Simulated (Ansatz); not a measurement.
Where the default PAW files enter, the runs use the earlier of Ansatz's two default sets.

Evanescent states of ZnS (P6_3mc, 8 atoms a cell, 19.6 Å³ an atom) along the normal of (100)

Level of theory: r2SCAN (plane waves, PAW; Ansatz, a quantum-chemistry and plane-wave program).

No gap correction and no spin-orbit coupling; mid-gap values are interpolated between computed energies.

Energies count from the valence-band top; κ is the least over a 8×4 mesh across the current.

```tsv
E (eV)	κ (1/Å)	where
0.07	0.058	Γ
0.21	0.098	Γ
0.35	0.122	Γ
0.49	0.140	Γ
0.63	0.153	Γ
0.77	(withheld)	Γ
0.91	(withheld)	Γ
1.05	(withheld)	Γ
1.19	(withheld)	Γ
1.33	(withheld)	Γ
1.47	(withheld)	Γ
1.61	(withheld)	Γ
1.75	(withheld)	Γ
1.89	(withheld)	Γ
2.03	(withheld)	Γ
2.17	0.151	Γ
2.31	0.136	Γ
2.45	0.116	Γ
2.59	0.087	Γ
2.73	0.030	Γ
```

### Question
Fill in the missing entries.

### Answer

- 0.77, κ (1/Å): 0.164
- 0.91, κ (1/Å): 0.171
- 1.05, κ (1/Å): 0.177
- 1.19, κ (1/Å): 0.180
- 1.33, κ (1/Å): 0.182
- 1.47, κ (1/Å): 0.182
- 1.61, κ (1/Å): 0.180
- 1.75, κ (1/Å): 0.176
- 1.89, κ (1/Å): 0.170
- 2.03, κ (1/Å): 0.162
